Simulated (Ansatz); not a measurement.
Start from MoS₂ in the 2H-MoS2 type structure (space group P6_3/mmc, No. 194; a = 3.109 Å, c = 11.709 Å; layered, stacked along the Cartesian z axis).

Computed with plane-wave PAW DFT at the PBEsol-D3(BJ) level (Ansatz, a program for electronic structure, 420 eV), scalar-relativistic without spin-orbit coupling.

Free-standing slabs (3 atom(s) a layer) normal to the stacking axis with 15 Å of vacuum; in-plane cell relaxed.

One change was made to it. Results:

| quantity | base | after |
|---|---|---|
| hole mass (in plane) | – | 0.83 mₑ (at Γ) |
| gap character | – | indirect, Γ → K–Γ (44 % along) |
| band gap | 0.52 eV | 1.02 eV |

### Question
Which of these changes matches the shifts?
A. 3 layers
B. 1 layer
C. 2 layers

### Answer
C, 2 layers. For comparison, the band gap in the other runs: 3 layers gives 0.79 eV; 1 layer gives 1.90 eV.

Masses are band curvatures over ±0.01 Å⁻¹ around the edge. No phonon test of stability was made. k-point labels follow each cell's own Brillouin zone.
